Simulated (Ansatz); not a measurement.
## InPd3: response to strain

Consider InPd3 in the Cu3Au type structure (space group Pm-3m, No. 221; a cell from a computed database, its experimental status unchecked).

```yaml
crystal:
  lattice:
    - [3.96988, 0.00000, 0.00000]
    - [0.00000, 3.96988, 0.00000]
    - [0.00000, 0.00000, 3.96988]
  atoms:
    - { symbol: In, position: [0.00000, 0.00000, 0.00000] }
    - { symbol: Pd, position: [0.50000, 0.50000, 0.00000] }
    - { symbol: Pd, position: [0.50000, 0.00000, 0.50000] }
    - { symbol: Pd, position: [0.00000, 0.50000, 0.50000] }
```

Cartesian axes are those of the cell as printed.

Strains are applied to the cell and any free atomic positions relax; under biaxial strain the out-of-plane vector relaxes too.

Method: DFT with PBEsol, PAW potentials and a 420 eV plane-wave cutoff in Ansatz (a program for electronic structure), no spin-orbit coupling.

Candidates:
(a) uniaxial strain ε_xx = +0.86 %
(b) biaxial strain −3.56 %, plane normal [110], relaxed out of plane
(c) strain tensor (xx, yy, zz, yz, xz, xy) = (−0.42, +1.97, −1.71, −0.01, −0.99, +0.56) %

Notes on the quantities. energy relative to the base: free energy F.

Order them by energy relative to the base, highest first.

(b) biaxial strain −3.56 %, plane normal [110], relaxed out of plane (+32 meV/atom), (c) strain tensor (xx, yy, zz, yz, xz, xy) = (−0.42, +1.97, −1.71, −0.01, −0.99, +0.56) % (+3.7 meV/atom), (a) uniaxial strain ε_xx = +0.86 % (+0.7 meV/atom)

Without a gap, meshes like the base's 12×12×12 leave anisotropic stresses uncertain by several tenths of a GPa, and small strain energies with them. Stability against distortions was not tested. The base started in P4/mmm and relaxed to Pm-3m at this level. All final runs are without spin polarisation.
